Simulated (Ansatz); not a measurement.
Ansatz (a quantum-chemistry and plane-wave program) run on Pt3Pb (P4mm, 4 atoms in the cell): self-consistent single point.

Method of the run: LDA (PW92), harder PAW files (source: ansatz) made with PBE (plane waves; Ansatz).

```xyz
4
Lattice="4.1202 0.0000 0.0000 0.0000 4.1202 0.0000 0.0000 0.0000 4.1202" Properties=species:S:1:pos:R:3 pbc="T T T"
Pt     2.0601     0.0000     2.0601
Pt     0.0500     2.0601     2.0601
Pt     2.0601     2.0601     0.0000
Pb     0.0000     0.0000     0.0000
```

Reference input (self-consistent single point, DFT, LDA (PW92), plane waves, default PAW files made with PBE): basis.ecutwfc = 420 eV; kpoints.mp_grid.grid = 7 7 7; hamiltonian.xc = lda; hamiltonian.pseudopotentials = {kind: paw} (the program's default PAW files); scf.occupations.method = fermi_dirac; scf.occupations.width = 0.1 eV. This run's input differs from it in these lines:

Ansatz 0.2 input:
```diff
@@ -11,3 +11,3 @@
 basis:
-  ecutwfc: 420.0
+  ecutwfc: 1160.0
 kpoints:
@@ -19,2 +19,3 @@
     kind: paw
+    source: ansatz
 scf:
```

Output, abridged:

```
SCF iter   1: F=—  HF=-51804.270733 eV  |F-HF|=—  |Δ(HF+E_count)|=         —  Δρ=6.42e-2  dr2=2.64e0  ethr=3.10e-3  ⟨swp⟩=5.7  Hψ=5940  notcnv=0  defer=21
all-band conjugate gradients solve this SCF's bands
preconditioner: auto → Kerker (q_TF=auto, 2.766 Å⁻¹)
SCF iter   2: F=—  HF=-51803.651963 eV  |F-HF|=—  |Δ(HF+E_count)|=   6.19e-1  Δρ=3.48e-2  dr2=7.72e-1  ethr=3.10e-3  ⟨swp⟩=2.0  Hψ=2374  notcnv=0  defer=50
   [... lines left out ...]
SCF iter   5: F=—  HF=-51803.395262 eV  |F-HF|=—  |Δ(HF+E_count)|=   5.40e-4  Δρ=3.93e-4  dr2=1.74e-4  ethr=2.08e-6  ⟨swp⟩=2.0  Hψ=2649  notcnv=0  defer=50
SCF iter   6: F=—  HF=-51803.395214 eV  |F-HF|=—  |Δ(HF+E_count)|=   4.77e-5  Δρ=8.21e-5  dr2=4.66e-6  ethr=2.29e-7  ⟨swp⟩=2.0  Hψ=2376  notcnv=0  defer=50
SCF iter   7: F=—  HF=-51803.395062 eV  |F-HF|=—  |Δ(HF+E_count)|=   1.52e-4  Δρ=2.35e-5  dr2=3.53e-7  ethr=6.13e-9  ⟨swp⟩=2.3  Hψ=3143  notcnv=0  defer=50
SCF iter   8: F=-51803.395062 eV  HF=-51803.395062 eV  |F-HF|=1.24e-8  |Δ(HF+E_count)|=   8.02e-8  Δρ=6.05e-6  dr2=2.55e-8  ethr=1.32e-10  ⟨swp⟩=10.4  Hψ=8366  notcnv=0
SCF 1 converged in 8 iterations: F = -51803.395062 eV  dr2 = 2.55e-8
Free energy (F): -51803.395062 eV
Internal energy: -51803.358870 eV  (E = F + TS)
E sigma→0 (E₀):  -51803.376966 eV
Entropy (-TS):   -0.036192 eV (-9.048 meV/atom)
Fermi energy:    20.684668 eV
--- Forces (eV/Å), atoms counted from 1 ---
  atom   1  Pt     0.16383171     0.00000000     0.00000000
  atom   2  Pt    -0.24835870     0.00000000     0.00000000
  atom   3  Pt     0.16383171    -0.00000000     0.00000000
  atom   4  Pb    -0.07930114    -0.00000000     0.00000000
--- Stress (GPa, compression-positive) ---
      -10.804120       0.000000       0.000000
        0.000000     -10.876368       0.000000
        0.000000       0.000000     -10.876368
  P = ⅓ Tr σ = -10.8523 GPa (-108.523 kbar)
  The stress holds the Pulay correction. Without it, at fixed plane waves, as pw.x and ABINIT print it: P = -10.8602 GPa
```

The run converged in 8 iterations. Against the reference run the pressure hardly changes (-10.95 to -10.85 GPa) and the largest force stays at 0.248 eV/Å.

The starting cell comes from a database of computed structures (which also holds hypothetical and non-ambient phases and stackings), without a prior relaxation at this level. Its lattice was rescaled by up to half a per cent. One atom was moved a little off its site on purpose. Spin polarisation is off. Ansatz's pressure includes its estimate of the finite-basis (Pulay) stress.

Cost on one core of a shared machine: roughly 40 s.
